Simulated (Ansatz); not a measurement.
Cubic perovskite CsPbBr3 (cubic high-temperature phase) was calculated with PBE (PAW; Ansatz, a first-principles code).

Numerical settings: plane-wave cutoff 520 eV, 6×6×6 k mesh, Fermi–Dirac smearing 0.01 eV, scalar-relativistic PAW data made under PBE.

The cell has the measured lattice: a = b = c = 5.874 Å, α = β = γ = 90.00°.

**Question.** Predict the band gap and Γ–Γ gap.

**Answer.** 
- band gap = 1.54 eV
- Γ–Γ gap = 5.06 eV

Note: held by symmetry at 0 K, a high-temperature phase can be a saddle point; cell and atoms aren't relaxed at this level (pressure 1.4 GPa).

Spin–orbit coupling is not included; with these elements it can move the gap by several tenths of an eV or more.

Cost on a shared machine: around 23 core-seconds (rough).
